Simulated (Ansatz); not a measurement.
Consider Te (space group P3_121, No. 152; a = 4.6241 Å, c = 5.9034 Å; made of chains).

It is then changed as follows: cell and atoms relaxed at a pressure of 0.3 GPa.

Levels (all Ansatz, a program for electronic structure, PAW): r2SCAN (500 eV, scalar-relativistic without spin-orbit coupling); HSE06+SOC (420 eV, noncollinear with spin-orbit coupling).

The geometry is relaxed with r2SCAN.

| Property | Result |
|---|---|
| r2SCAN lowest conduction level above the VBM at special points | H 0.47 eV; A 0.73 eV; L 1.10 eV; Γ 1.21 eV |

With HSE06+SOC at the same geometry, the lowest conduction level above the VBM at special points goes from H 0.47 eV; A 0.73 eV; L 1.10 eV; Γ 1.21 eV to H 0.54 eV; A 0.79 eV; L 1.20 eV; Γ 1.02 eV.

Single points use the geometry relaxed with r2SCAN. Their cutoffs differ, which shifts pressures a little. HSE06 gaps are upper bounds (no full band path). Differences between runs with and without spin-orbit coupling are approximate. The levels and masses belong to the bands next to the band gap. Load acts through the strain it causes; cell and atoms are relaxed under it. Stability against distortions was not tested. No dispersion term is included, though the crystal is made of layers, chains or molecules, so its spacings can come out too wide.
